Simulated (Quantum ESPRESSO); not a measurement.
# Variants of one calculation on Co₂O₃F (C2/m, 12 atoms in the cell)

```yaml
crystal:
  lattice:
    - [4.43199, -3.07087, 0.00000]
    - [4.43199, 3.07087, 0.00000]
    - [-3.81730, 0.00000, 4.43777]
  atoms:
    - { symbol: Co, position: [0.54455, 0.54455, 0.29596], spin: 3.0 }
    - { symbol: Co, position: [0.45545, 0.45545, 0.70404], spin: 3.0 }
    - { symbol: Co, position: [0.00000, 0.00000, 0.00000], spin: 3.0 }
    - { symbol: Co, position: [0.00000, 0.00000, 0.50000], spin: 3.0 }
    - { symbol: O, position: [0.17760, 0.17760, 0.42367] }
    - { symbol: O, position: [0.82240, 0.82240, 0.57633] }
    - { symbol: O, position: [0.69401, 0.30599, 0.50000] }
    - { symbol: O, position: [0.30599, 0.69401, 0.50000] }
    - { symbol: O, position: [0.68878, 0.31122, 0.00000] }
    - { symbol: O, position: [0.31122, 0.68878, 0.00000] }
    - { symbol: F, position: [0.20002, 0.20002, 0.96499] }
    - { symbol: F, position: [0.79998, 0.79998, 0.03501] }
```
(The spins are starting values, not results.)

Base run A: PBEsol, PSlibrary PAW (PBE) pseudopotentials in Quantum ESPRESSO 7.5, self-consistent single point.

Its settings: ecutwfc = 55 Ry; ecutrho = 330 Ry; occupations = smearing; smearing = fermi-dirac; degauss = 0.0073499 Ry; nspin = 2; input_dft = pbesol; K_POINTS = automatic 4 4 4 1 1 1; conv_thr = 1e-11 Ry; mixing_beta = 0.3.

The starting cell comes from a database of computed structures (which also holds hypothetical and non-ambient phases and stackings), without a prior relaxation at this level. The magnetic order is the one reached from the typed start; others were not searched systematically. In the base run, with a pressure of about -17 GPa the cell is away from its equilibrium volume at this level.

ΔF is the free energy per atom less that of run A. 

Run A gave: pressure (GPa) -17.49; largest force (eV/Å) 0.365; size of the net moment (μB/atom) 0.46.

Runs:
- B: smearing: fermi-dirac → gaussian; degauss: 0.0073499 Ry → 0.0147 Ry
- C: ecutwfc: 55 Ry → 33 Ry; ecutrho: 330 Ry → 198 Ry
- D: parallel starting moments (0.75 0.75 0.75 0.75 0 0 0 0 0 0 0 0 μB)
- E: mixing_ndim: default → 20

Question: What does run B change against A?

Answer: The free energy rises by 4.4 meV/atom, the pressure moves little (-17.49 to -17.56 GPa), the largest force hardly changes (0.365 to 0.363 eV/Å) and the size of the net moment stays at 0.46 μB/atom.

Question: What does run C change against A?

Answer: The free energy goes up by 269 meV/atom, the pressure goes from -17.49 to -42.77 GPa, the largest force goes from 0.365 to 0.346 eV/Å and the size of the net moment moves little (0.46 to 0.45 μB/atom).

```tsv
run	ΔF (meV/atom)	pressure (GPa)	largest force (eV/Å)	size of the net moment (μB/atom)
A	0.00	-17.49	0.365	0.46
B	4.4	-17.56	0.363	0.46
C	269.3	-42.77	0.346	0.45
D	0.00	-17.49	0.365	0.46
E	0.00	-17.49	0.365	0.46
```
